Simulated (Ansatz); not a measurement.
Hypothetical Pm-3n GaN, pressure series

Take GaN (space group Pm-3n, No. 223; a = 5.571 Å; a hypothetical phase, not in the database extracts checked) as the base.

Cell and atoms are relaxed at each pressure.

Levels (all Ansatz, a quantum-chemistry and plane-wave program, PAW): PBE (420 eV, no spin-orbit coupling); PBEsol (420 eV, scalar-relativistic without spin-orbit coupling).

The base cell above is that of PBE; each level relaxes its own structures.

```json
[
 {"case": "pressure −2 GPa", "lattice parameter a, PBE": "5.600 Å", "lattice parameter a, PBEsol": "5.539 Å"},
 {"case": "pressure −1 GPa", "lattice parameter a, PBE": "5.585 Å", "lattice parameter a, PBEsol": "[?]"},
 {"case": "pressure 0.3 GPa", "lattice parameter a, PBE": "5.568 Å", "lattice parameter a, PBEsol": "5.510 Å"},
 {"case": "pressure 0.7 GPa", "lattice parameter a, PBE": "5.562 Å", "lattice parameter a, PBEsol": "5.505 Å"},
 {"case": "pressure 1.5 GPa", "lattice parameter a, PBE": "5.552 Å", "lattice parameter a, PBEsol": "5.495 Å"},
 {"case": "pressure 3 GPa", "lattice parameter a, PBE": "5.533 Å", "lattice parameter a, PBEsol": "[?]"},
 {"case": "pressure 5 GPa", "lattice parameter a, PBE": "5.509 Å", "lattice parameter a, PBEsol": "5.456 Å"},
 {"case": "pressure 7.5 GPa", "lattice parameter a, PBE": "5.481 Å", "lattice parameter a, PBEsol": "[?]"},
 {"case": "pressure 10 GPa", "lattice parameter a, PBE": "5.455 Å", "lattice parameter a, PBEsol": "[?]"}
]
```

Q: Some entries are withheld; estimate them.

A: 
- pressure −1 GPa, lattice parameter a, PBEsol: 5.526 Å
- pressure 3 GPa, lattice parameter a, PBEsol: 5.478 Å
- pressure 7.5 GPa, lattice parameter a, PBEsol: 5.430 Å
- pressure 10 GPa, lattice parameter a, PBEsol: 5.406 Å

PBE lies above PBEsol in every row, by 0.049 Å to 0.061 Å. They put the cases in the same order.

Load acts through the strain it causes; cell and atoms are relaxed under it. No phonon test of stability was made. No other phases were tried under pressure.
